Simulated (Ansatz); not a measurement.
## PbSe, response to strain

The parent structure is PbSe in the rock salt structure (space group Fm-3m, No. 225; a = 6.178 Å). Axes: x, y, z lie along the cube axes.

Strains are applied to the cell and any free atomic positions relax; under biaxial strain the out-of-plane vector relaxes too.

Method: r2SCAN (Ansatz, an electronic-structure program, PAW, scalar-relativistic without spin-orbit coupling).

| case | band gap | volume per atom | space group |
|---|---|---|---|
| base | 0.67 eV | 29.48 Å³ | Fm-3m (No. 225) |
| biaxial strain +4.78 %, plane normal [110], relaxed out of plane | 0.42 eV | 31.30 Å³ | Immm (No. 71) |
| isotropic strain +0.73 % | 0.73 eV | 30.13 Å³ | Fm-3m (No. 225) |
| isotropic strain +0.93 % | 0.75 eV | 30.31 Å³ | Fm-3m (No. 225) |
| isotropic strain +4.95 % | 1.03 eV | 34.07 Å³ | Fm-3m (No. 225) |
| uniaxial strain ε_xx = −3.85 % | 0.48 eV | 28.34 Å³ | I4/mmm (No. 139) |
| uniaxial strain ε_yy = −4.33 % | 0.45 eV | 28.20 Å³ | I4/mmm (No. 139) |
| uniaxial strain ε_zz = +1.87 % | 0.71 eV | 30.03 Å³ | I4/mmm (No. 139) |
| uniaxial strain ε_zz = +3.59 % | [?] | 30.53 Å³ | I4/mmm (No. 139) |
| tensor shear ε_yz = −0.83 % | 0.58 eV | 29.47 Å³ | Immm (No. 71) |

### Question
What belongs in the blanks?

### Answer

- uniaxial strain ε_zz = +3.59 %, band gap: 0.74 eV

A biaxial case was relaxed in a doubled cell and then solved in the primitive one. Spin-orbit coupling, missing from the scalar runs, can matter with Pb. Whether these cells are dynamically stable was not tested.
